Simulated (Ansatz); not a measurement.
## Worked example: self-consistent single point of a (111) slab of Lu (cut from a parent of space group no. 194; 8 atoms in the cell) in Ansatz

Method: LDA (PW92), harder PAW files (source: ansatz) made with PBE (plane waves; Ansatz, a program for electronic structure).

This input was run:

Ansatz 0.2 input:
```yaml
# Lu
crystal:
  lattice:
    - [6.151330, 0.000000, 0.000000]
    - [3.075665, 5.777477, 0.000000]
    - [0.000000, 0.000000, 21.858600]
  atoms:
    - { symbol: Lu, position_ang: [4.100886, 0.851802, 8.000007] }
    - { symbol: Lu, position_ang: [2.050441, 3.467653, 8.836995] }
    - { symbol: Lu, position_ang: [1.025218, 0.306021, 9.673895] }
    - { symbol: Lu, position_ang: [5.126109, 2.921872, 10.510795] }
    - { symbol: Lu, position_ang: [7.176551, 5.537717, 11.347805] }
    - { symbol: Lu, position_ang: [2.050441, 2.376091, 12.184705] }
    - { symbol: Lu, position_ang: [4.100889, 4.991937, 13.021693] }
    - { symbol: Lu, position_ang: [5.126109, 1.830310, 13.858593] }
basis:
  ecutwfc: 680.0
kpoints:
  mp_grid: { grid: [4, 3, 1] }
hamiltonian:
  xc: lda
  pseudopotentials: { kind: paw, source: ansatz }
efield:
  axis: 3
  dipole_correction: true
scf:
  occupations: { method: cold, width: 0.136 }
output:
  forces: true
  eigenvalues: true
```

The program printed (abridged):

```
WARN ansatz: RAYON_NUM_THREADS=1 ignored (pool sized by the plan → 1); use --threads N
Pseudopotentials: kind: paw
Pseudopotential: Lu, paw, valence charge 25
Crystal: 8 atoms, lattice volume = 776.836 Å³
Basis set: ecut = 680 eV, 31177 PW (Γ)
Bands: 120, of which v1, the nominal top of the filled ones, is band 100 counted from 1 (99 counted from 0)
Symmetry: 1 space group operations
k-points: 7 of 12 (time reversal used)
PAW frozen core: Lu, regenerated for the run's functional, and the local potential with it
Initial density: superposition of atomic densities (neutral atoms: chi_scale 0, normalization atom)
Initial wavefunctions: pseudopotential atomic-orbital guess
Eigensolver: davidson
Functional: x = slater, c = lda
SCF iter   1: F=—  HF=-116056.871154 eV  |F-HF|=—  |Δ(HF+E_count)|=         —  Δρ=1.99e-2  dr2=3.75e1  ethr=3.10e-3  p=0.000 e·Å  D=5.48e-12 V/Å  ΔV_dip=-0.00 eV  dr2_dipole=1.80e-7  V_vac-E_F(+/−)=5.62/5.62 eV  ⟨swp⟩=10.6  Hψ=3926  notcnv=0
all-band conjugate gradients solve this SCF's bands
efield: sawtooth ramp at fractional position 0.9500 (placed from the atoms, in the widest stretch of the axis that holds none …
preconditioner: auto → LDOS
SCF iter   2: F=—  HF=-116052.739433 eV  |F-HF|=—  |Δ(HF+E_count)|=    4.13e0  S|Δr|=    0.00e0  Δρ=1.84e-2  dr2=3.50e0  ethr=3.10e-3  p=-0.000 e·Å  D=-5.96e-5 V/Å  ΔV_dip=0.00 eV  dr2_dipole=4.13e-7  V_vac-E_F(+/−)=2.97/2.97 eV  ⟨swp⟩=7.7  Hψ=2010  [...]
SCF iter   3: F=—  HF=-116052.601958 eV  |F-HF|=—  |Δ(HF+E_count)|=   1.37e-1  S|Δr|=    0.00e0  Δρ=1.67e-2  dr2=2.32e0  ethr=1.75e-3  p=0.000 e·Å  D=1.31e-5 V/Å  ΔV_dip=-0.00 eV  dr2_dipole=3.24e-7  V_vac-E_F(+/−)=3.51/3.51 eV  ⟨swp⟩=6.0  Hψ=2003  [...]
SCF iter   4: F=—  HF=-116051.922718 eV  |F-HF|=—  |Δ(HF+E_count)|=   6.79e-1  S|Δr|=    0.00e0  Δρ=5.06e-3  dr2=6.33e-1  ethr=1.16e-3  p=0.000 e·Å  D=1.50e-5 V/Å  ΔV_dip=-0.00 eV  dr2_dipole=1.58e-9  V_vac-E_F(+/−)=3.37/3.37 eV  ⟨swp⟩=3.0  Hψ=1491  [...]
SCF iter   5: F=—  HF=-116051.874541 eV  |F-HF|=—  |Δ(HF+E_count)|=   4.82e-2  S|Δr|=    0.00e0  Δρ=1.61e-3  dr2=1.47e-2  ethr=3.16e-4  p=0.000 e·Å  D=4.34e-6 V/Å  ΔV_dip=-0.00 eV  dr2_dipole=2.81e-8  V_vac-E_F(+/−)=3.20/3.20 eV  ⟨swp⟩=3.3  Hψ=1760  [...]
SCF iter   6: F=—  HF=-116051.871214 eV  |F-HF|=—  |Δ(HF+E_count)|=   3.33e-3  S|Δr|=    0.00e0  Δρ=9.35e-4  dr2=7.66e-3  ethr=7.37e-6  p=0.000 e·Å  D=2.39e-6 V/Å  ΔV_dip=-0.00 eV  dr2_dipole=3.33e-9  V_vac-E_F(+/−)=3.19/3.19 eV  ⟨swp⟩=3.0  Hψ=1648  [...]
SCF iter   7: F=—  HF=-116051.869355 eV  |F-HF|=—  |Δ(HF+E_count)|=   1.86e-3  S|Δr|=    0.00e0  Δρ=2.81e-4  dr2=1.45e-3  ethr=3.83e-6  p=0.000 e·Å  D=1.80e-6 V/Å  ΔV_dip=-0.00 eV  dr2_dipole=1.46e-8  V_vac-E_F(+/−)=3.20/3.20 eV  ⟨swp⟩=2.4  Hψ=1667  [...]
SCF iter   8: F=—  HF=-116051.869346 eV  |F-HF|=—  |Δ(HF+E_count)|=   9.08e-6  S|Δr|=    0.00e0  Δρ=1.27e-4  dr2=3.53e-4  ethr=7.23e-7  p=-0.000 e·Å  D=-4.15e-7 V/Å  ΔV_dip=0.00 eV  dr2_dipole=2.66e-11  V_vac-E_F(+/−)=3.21/3.21 eV  ⟨swp⟩=3.0  Hψ=940 [...]
SCF iter   9: F=—  HF=-116051.869326 eV  |F-HF|=—  |Δ(HF+E_count)|=   2.07e-5  S|Δr|=    0.00e0  Δρ=7.04e-5  dr2=4.63e-5  ethr=1.76e-7  p=-0.000 e·Å  D=-3.78e-7 V/Å  ΔV_dip=0.00 eV  dr2_dipole=1.09e-9  V_vac-E_F(+/−)=3.21/3.21 eV  ⟨swp⟩=3.0  Hψ=1346 [...]
SCF iter  10: F=—  HF=-116051.869556 eV  |F-HF|=—  |Δ(HF+E_count)|=   2.30e-4  S|Δr|=    0.00e0  Δρ=3.44e-5  dr2=6.75e-6  ethr=2.32e-8  p=-0.000 e·Å  D=-5.76e-7 V/Å  ΔV_dip=0.00 eV  dr2_dipole=2.92e-10  V_vac-E_F(+/−)=3.21/3.21 eV  ⟨swp⟩=3.0  [...]
SCF iter  11: F=—  HF=-116051.869554 eV  |F-HF|=—  |Δ(HF+E_count)|=   1.36e-6  S|Δr|=    0.00e0  Δρ=1.11e-5  dr2=1.30e-6  ethr=3.37e-9  p=-0.000 e·Å  D=-5.82e-7 V/Å  ΔV_dip=0.00 eV  dr2_dipole=5.25e-11  V_vac-E_F(+/−)=3.21/3.21 eV  ⟨swp⟩=2.1  [...]
SCF iter  12: F=—  HF=-116051.869555 eV  |F-HF|=—  |Δ(HF+E_count)|=   6.90e-7  S|Δr|=    0.00e0  Δρ=4.39e-6  dr2=2.58e-7  ethr=6.50e-10  p=-0.000 e·Å  D=-4.42e-7 V/Å  ΔV_dip=0.00 eV  dr2_dipole=5.86e-12  V_vac-E_F(+/−)=3.21/3.21 eV  ⟨swp⟩=4.0  [...]
SCF iter  13: F=-116051.869555 eV  HF=-116051.869555 eV  |F-HF|=1.46e-10  |Δ(HF+E_count)|=   1.28e-7  S|Δr|=    0.00e0  Δρ=1.38e-6  dr2=2.23e-8  ethr=5.00e-11  p=-0.000 e·Å  D=-4.16e-7 V/Å  ΔV_dip=0.00 eV  dr2_dipole=4.23e-14  [...]
SCF 1 converged in 13 iterations: F = -116051.869555 eV  dr2 = 2.23e-8
SCF converged after 13 iterations
Stability not checked (fill_not_monotonic)
Free energy (F): -116051.869555 eV
Harris-Foulkes:  -116051.869555 eV  (|F-HF|=1.46e-10)
Internal energy: -116051.878258 eV  (E = F + TS)
E sigma→0 (E₀):  -116051.872456 eV
Entropy (-TS):   0.008702 eV (1.088 meV/atom)
Fermi energy:    1.909262 eV
Step filling:    the computed levels leave a gap of 0.0011 eV = 0.0 smearing widths
Dipole field:    D = -0.000000 V/Å  (p = -0.000001 e·Å, saw-weighted, corrected)
Work function:   Φ+ = 3.2141 eV   Φ− = 3.2141 eV
Levels:          The Fermi level and band energies are counted from a zero that moves with the ramp; work functions are not
--- Per-component energies (eV) ---
  E_band       = -2489.132831
  E_kinetic    = 4269.014662
  E_local      = -247140.220919  (includes V_loc(G=0)·N_el)
  E_nonlocal   = 16013.965910
  E_hartree    = 111685.277206
  E_xc         = -1675.080530
  E_vxc        = -1866.632360  (∫ρ·V_xc dr)
  E_paw        = -57120.522103  (= ΣΔE_a)
  E_vpaw       = 2864.175140  (= ΣTr[D̂ρ^β])
  E_aug_tail   = 0.000001  (compensation charges beyond the density's cutoff)
  E_efield     = 0.000000  (sawtooth field / dipole correction)
  E_vefield    = 0.000000  (∫n·V_field dr)
  E_ewald      = 57896.893561
  E_core_change = 18.793955  (= ΣΔE_core)
  E_smearing   = 0.008702  (= −TS)
  E_closure    = 0.000000  (closes the sum)
  Σ components = -116051.869555   (vs F -116051.869555, Δ=0.00e0)
--- Forces (eV/Å), atoms counted from 1 ---
  atom   1  Lu     0.07698533    -0.01571001     0.90443471
  atom   2  Lu    -0.13751652    -0.00603866     0.81561525
  atom   3  Lu     0.10304023     0.09059857     0.51219857
  atom   4  Lu    -0.16897522    -0.17275516     0.30074914
  atom   5  Lu     0.16898060     0.17278430    -0.30066449
  atom   6  Lu    -0.10303639    -0.09062955    -0.51210087
  atom   7  Lu     0.13752385     0.00604669    -0.81582551
  atom   8  Lu    -0.07700166     0.01570391    -0.90440680
  max |Σ_I F_I| component: 2.14e-7 eV/Å
--- Band table (eV; the first three rows and the last of 7) ---
  k-point 0: bands = ["-55.4504", "-55.4504", "-54.8805", "-54.8803", "-54.4878", "-54.4818", "-54.3144", "-54.3041", "-26.1144", "-26.1120", "-26.0855", "-26.0835", "-26.0234", "-26.0232", "-25.5999", "-25.5913", "-25.5296", "-25.5254", "-25.4401", [...]
  k-point 1: bands = ["-55.4504", "-55.4504", "-54.8805", "-54.8804", "-54.4876", "-54.4818", "-54.3119", "-54.3068", "-26.1149", "-26.1114", "-26.0852", "-26.0833", "-26.0090", "-26.0088", "-25.6000", "-25.5939", "-25.5152", "-25.5103", "-25.4463", [...]
  k-point 2: bands = ["-55.4504", "-55.4504", "-54.8805", "-54.8804", "-54.4876", "-54.4818", "-54.3146", "-54.3041", "-26.1154", "-26.1122", "-26.0853", "-26.0832", "-26.0131", "-26.0126", "-25.6011", "-25.5919", "-25.5268", "-25.5224", "-25.4508", [...]
  k-point 6: bands = ["-55.4504", "-55.4504", "-54.8804", "-54.8803", "-54.4875", "-54.4819", "-54.3121", "-54.3067", "-26.1160", "-26.1125", "-26.0852", "-26.0830", "-26.0169", "-26.0162", "-25.6052", "-25.5957", "-25.5118", "-25.5047", "-25.4325", [...]
```

The run converged in 13 iterations.

The starting cell comes from a database of computed structures (which also holds hypothetical and non-ambient phases and stackings), without a prior relaxation at this level. The slab is cut from that crystal, and its faces are unrelaxed. Its lattice was rescaled in the plane by a random factor within 2.5 % of one. Spin-orbit coupling is off.

Cost on one core of a shared machine: roughly 3 min.
